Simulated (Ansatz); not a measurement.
W interstitial in beta Si3N4 (the name describes the start): one set of geometries, relaxed with PBE, evaluated in Ansatz (PAW, plane waves to 420 eV, 500 eV under r2SCAN) with PBE, r2SCAN.

Set-up: 84-site cell; 2×2×2 shifted k-points; start: void with 6N6Si nearest; charged states image-corrected; no spin–orbit coupling; corrections pass 1 eV, so highly charged states may be off by several tenths; relaxed from one start, so a lower configuration may exist; flagged in the runs: a doubtful potential alignment, a host whose relaxation on this sampling wasn't shown to rest, a strain field that reaches the edge of the cell.

| quantity | PBE | r2SCAN |
|---|---|---|
| host gap (eV) | 4.25 | 4.90 |
| ε(+2/+1) above the VBM (eV) | 1.17 | 1.48 |
| ε(+1/0) above the VBM (eV) | 2.79 | 3.26 |
| largest moment on one atom at charge +2 (μB) | 1.03 | 1.06 |
| largest moment on one atom at charge +1 (μB) | 0.49 | 0.50 |
| neutral formation energy against bcc W (eV) | 7.81 | 8.01 |
| largest moment on one atom at charge 0 (μB) | 0.00 | 0.00 |

PBE narrows the gap by 0.65 eV against r2SCAN, the highest level run, and puts the levels shown 0.39 eV lower above the valence-band maximum on average (from the rounded values).

Ansatz is a quantum-chemistry and plane-wave program.
